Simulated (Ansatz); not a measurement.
Si vacancy (V_Si) in 3C silicon carbide (start: the Si site; 64-site cell, 2×2×2 shifted sampling), charge −1. Computed with PBE, PAW (plane waves to 420 eV; Ansatz, a program for electronic structure).

```
Item                                             Result
---------------------------------------  --------------
total energy of the defect cell          -27736.1913 eV
total energy of the perfect cell         -28389.0973 eV
μ(Si) in silicon, atoms added −1           -635.8098 eV
Δμ(Si), Si-rich                                0.000 eV
valence-band maximum on the cell's zero        9.291 eV
image correction with alignment                0.541 eV
Fermi level above the maximum                   0.70 eV
```

Work out the formation energy.

E_f = E(defect) − E(perfect) − Σ n μ + q (E_VBM + E_F) + E_corr = 652.906 − (635.810) + (-9.991) + (0.541) = 7.65 eV.
